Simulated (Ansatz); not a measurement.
Base system: Mg in the hcp (Mg type) structure (space group P6_3/mmc, No. 194; a = 3.175 Å, c = 5.163 Å; relaxed with 0.1 eV smearing). Axes: x lies along a and z along c of the hexagonal cell.

The values are results of PBEsol (Ansatz, an electronic-structure program, PAW, scalar-relativistic without spin-orbit coupling), not measurements.

For the base:

The volume per atom is 22.54 Å³.

Modification: tensile biaxial strain of 1.00 % in the plane normal to [001], as in epitaxy on a mismatched substrate; the out-of-plane cell vector and the atoms relax.

How does this affect the in-plane stress?

The mean in-plane stress (compression positive) is -0.7 GPa.

What does the calculation give for the volume per atom after the change?

The volume per atom goes up by 0.31 Å³ (22.54 Å³ → 22.85 Å³).

Stability against distortions was not tested.
